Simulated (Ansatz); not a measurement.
The reference is BP in the zinc blende structure (space group F-43m, No. 216; a = 4.5366 Å). Axes: x, y, z lie along the cube axes.

Level of theory: DFT with r2SCAN, PAW potentials and a 500 eV plane-wave cutoff in Ansatz (an electronic-structure program), scalar-relativistic without spin-orbit coupling.

For the base:

| Property | Result |
|---|---|
| Valley order | a point along ⟨100⟩, about 1.2 Å⁻¹ from Γ 1.41 eV |
| Volume per atom | 11.67 Å³ |
| Smallest direct gap | 3.60 eV |

One thing is altered: compressive biaxial strain of 1.00 % in the plane normal to [001], as in epitaxy on a mismatched substrate; the out-of-plane cell vector and the atoms relax.

Problem. Predict the new valley order, volume per atom and smallest direct gap.

Solution. The valley order (the lowest conduction-band minima on the path, energy above the VBM, named in the base's zone) goes from a point along ⟨100⟩, about 1.2 Å⁻¹ from Γ 1.41 eV to a point along [010], about 1.1 Å⁻¹ from Γ 1.29 eV; a point along [001], about 1.2 Å⁻¹ from Γ 1.46 eV; the volume per atom decreases by 0.19 Å³ to 11.48 Å³; the smallest direct gap decreases by 0.05 eV, from 3.60 eV to 3.55 eV.

No phonon test of stability was made.
